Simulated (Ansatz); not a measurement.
**A constructed model of the (000-1) surface of 4H silicon carbide, C-terminated, C trimer, 2x2 (bottom of the slab: 4 H on 4 bottom sites)**

Method: HSE06, at the PBE geometry (plane waves to 420 eV, PAW; Ansatz, a program for electronic structure).

Model: 39-atom slab, 11.2 Å thick at the start with caps and adatoms (thin: gaps and levels are the slab's own), 3x3x1 mesh, Fermi-Dirac 0.025 eV, dipole correction, single point; on the structure that PBE left under its start's symmetry; no spin, no spin-orbit, no U. It is one candidate, not shown to be the stable structure of the face.

gap of the slab on its k-mesh: 1.94 eV
highest filled level below the top vacuum level: 5.50 eV
cost: very roughly 11 core-minutes
